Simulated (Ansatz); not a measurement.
Functionals compared on OH on the 1x1 (10-10) surface of wurtzite ZnO (cut with top plane O + Zn), one in a 2x1 cell, started at the site 'over O at depth 0.9 Å', in Ansatz (plane waves, PAW). The structure was relaxed with PBE; the other rows are single points on it, each with its references at the same level. Cutoff 420 eV (500 eV for r2SCAN). The points keep PBE's geometry, so the relaxation of a polaron and the settling of charge on one site are left out.

Host crystal: wurtzite ZnO, with a band gap (PBE, scalar-relativistic without spin-orbit coupling).

Set-up: 34 atoms, 9.4 Å thick at the start under the adsorbate (thin: gaps and levels are the slab's own); mesh 3x4x1; 0.01 eV smearing; dipole correction on; 16 atoms held, the rest relaxed; start symmetry kept, larger cells not searched; spin-polarised, ending with about 0.7 μB a cell, a value that depends on the mesh; orders that need a larger cell were not tried, no spin-orbit, no U, no dispersion correction. The slab shows no gap over 0.04 eV on its mesh. At the end it is bonded to 2 Zn. In PBE it is, or lies within 0.03 eV of, the lowest of the starts that converged. These notes are the PBE run's. r2SCAN: The program's check for a lower electronic state was not made. Adsorption energies are against H2O(g) − ½ H2(g). A negative adsorption energy means that the adsorbate is more stable on the surface than in its reference.

```
functional  adsorption energy (eV)  work function of the top face (eV)  rough cost of the single point
----------  ----------------------  ----------------------------------  ------------------------------
PBE                           1.38                                5.97                               –
RPBE                             ?                                   ?   around 5 core-minutes (rough)
r2SCAN                        1.35                                6.15         roughly 15 core-minutes
```

### Question
Complete the blanks.

### Answer

- RPBE, adsorption energy (eV): 1.45
- RPBE, work function of the top face (eV): 5.84

Ansatz is a program for electronic structure.
